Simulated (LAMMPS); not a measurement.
Simulation of a melt made from W (bcc), 16000 atoms, at 4060 K and 0 GPa, brought to that temperature within a few picoseconds.

Computed with classical MD, pair style meam, file library.meam (library.meam-W) (LAMMPS).

The state found is liquid, the density comes out as 15.221 ± 0.002 g/cm³ and the volume per atom is 20.057 ± 0.003 Å³/atom. The enthalpy per atom is -7.3644 ± 0.0008 eV/atom. The first peak of g(r) is 2.66 Å, height 2.4, the coordination number comes out as 7.66 (counted to 3.34 Å) and the most common W-W-W angle is at the 3° bin centred on 58.5°, after smoothing over three bins (mean of all 98°). The self-diffusion coefficient of W (not corrected for cell size) comes out as (3.66 ± 0.05) × 10^-5 cm²/s and the shear viscosity (Green-Kubo) is 5.9 ± 0.8 mPa s. The mean frequency of the vibrational (phonon) density of states is 4.4 THz and the cost is around 110 core-minutes (rough).

Potential: file library.meam of the LAMMPS distribution; its header cites Baskes, Phys Rev B, 46, 2727-2742 (1992).

Caution: the potential MEAM library.meam-W is a first-neighbour MEAM set with a 4 Å cutoff, used here without a parameter file and away from the static properties it was fitted to. Caution: a run this short can hold a crystal over, or a liquid under, the potential's own melting point, which these runs don't give.

States go by the mean squared displacement: a species diffuses where it passes 1.5 Å², still rises and gives D over 1e-6 cm²/s; a crystal has left its structure where atoms lie 0.35 Å off their sites on average or a cubic box changes its shape by 3 %, or the axial ratios of another lie 8 % off the starting cell's, which the potential's own relaxation can also do.

Errors of D are the spread over four groups of atoms in one short run; a floor of about 5 %, a picked value, is safer.

The ± values are statistical; the model's systematic error is not in them.

```csv
r (Å),g(r)
2.060,0.000
2.100,0.002
2.140,0.010
2.180,0.029
2.220,0.076
2.260,0.172
2.300,0.334
2.340,0.556
2.380,0.874
2.420,1.22
2.460,1.58
2.500,1.89
2.540,2.15
2.580,2.33
2.620,2.44
2.660,2.44
2.700,2.41
2.740,2.31
2.780,2.17
2.820,2.00
2.860,1.82
2.900,1.62
2.940,1.46
2.980,1.31
3.020,1.17
3.060,1.06
3.100,0.969
3.140,0.903
3.180,0.858
3.220,0.825
3.260,0.797
3.300,0.792
3.340,0.789
3.380,0.794
3.420,0.799
3.460,0.819
3.500,0.830
3.540,0.833
3.580,0.840
3.620,0.866
3.660,0.868
3.700,0.898
3.740,0.896
3.780,0.906
3.820,0.913
3.860,0.929
3.900,0.938
3.940,0.948
3.980,0.951
4.020,0.954
4.060,0.959
4.100,0.957
4.140,0.967
4.180,0.971
4.220,0.966
4.260,0.963
4.300,0.966
4.340,0.968
4.380,0.968
4.420,0.970
4.460,0.976
4.500,0.969
4.540,0.970
4.580,0.976
4.620,0.979
4.660,0.982
4.700,0.986
4.740,0.986
4.780,0.991
4.820,1.00
4.860,1.01
4.900,1.01
4.940,1.02
4.980,1.02
5.020,1.02
5.060,1.02
5.100,1.02
5.140,1.02
5.180,1.02
5.220,1.02
5.260,1.02
5.300,1.02
5.340,1.02
5.380,1.01
5.420,1.00
5.460,1.00
5.500,0.996
5.540,0.994
5.580,0.992
5.620,0.996
5.660,0.997
5.700,0.991
5.740,0.998
5.780,0.991
5.820,0.998
5.860,1.00
5.900,1.01
5.940,1.01
5.980,1.01
6.020,1.01
6.060,1.01
6.100,1.01
```

```
q (1/Å)  number structure factor
-------  -----------------------
0.6800                     0.054
0.8800                     0.064
1.080                      0.077
1.280                      0.104
1.480                      0.155
1.680                      0.259
1.880                      0.457
2.080                      0.748
2.280                       1.06
2.480                       1.29
2.680                       1.42
2.880                       1.44
3.080                       1.36
3.280                       1.19
3.480                      0.984
3.680                      0.823
3.880                      0.738
4.080                      0.729
4.280                      0.782
4.480                      0.882
4.680                       1.00
4.880                       1.11
5.080                       1.18
5.280                       1.18
5.480                       1.13
5.680                       1.06
5.880                      0.986
6.080                      0.928
6.280                      0.898
6.480                      0.897
6.680                      0.920
6.880                      0.959
7.080                       1.00
7.280                       1.04
7.480                       1.06
7.680                       1.06
7.880                       1.05
8.080                       1.03
8.280                       1.00
8.480                      0.978
8.680                      0.966
8.880                      0.964
9.080                      0.970
9.280                      0.982
9.480                      0.996
9.680                       1.01
9.880                       1.02
10.08                       1.02
10.28                       1.02
10.48                       1.01
10.68                       1.00
10.88                      0.998
11.08                      0.992
11.28                      0.989
11.48                      0.989
11.68                      0.991
11.88                      0.995
```
